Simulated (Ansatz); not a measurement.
Data:

```
TiO2
1.0
    4.59124     0.00000     0.00000
    0.00000     4.59124     0.00000
    0.00000     0.00000     2.93902
Ti O
2 4
Direct
  0.50000   0.50000   0.00000
  0.00000   0.00000   0.50000
  0.69556   0.69556   0.50000
  0.30444   0.30444   0.50000
  0.80444   0.19556   0.00000
  0.19556   0.80444   0.00000
```

All values below come from PBEsol, rigid bands (plane waves, PAW, scalar-relativistic; Ansatz, an electronic-structure program). Cell: cell and atoms relaxed with PBEsol.

**Question.** What conductivity effective mass do dilute electrons have at 300 K?

**Answer.** 1.08 (x), 1.08 (y), 0.87 (z) mₑ.

**Question.** What conductivity effective mass do dilute holes have at 300 K?

**Answer.** 1.97 (x), 1.97 (y), 3.0 (z) mₑ.

**Question.** And the band gap?

**Answer.** 1.87 eV at this level; semilocal functionals usually fall short of the measured gap.

Rigid bands, one relaxation time for all states, no polarons. Spin-orbit coupling is left out; where it splits the top of the valence band it changes the hole mass and lowers the gap by about a third of the splitting.
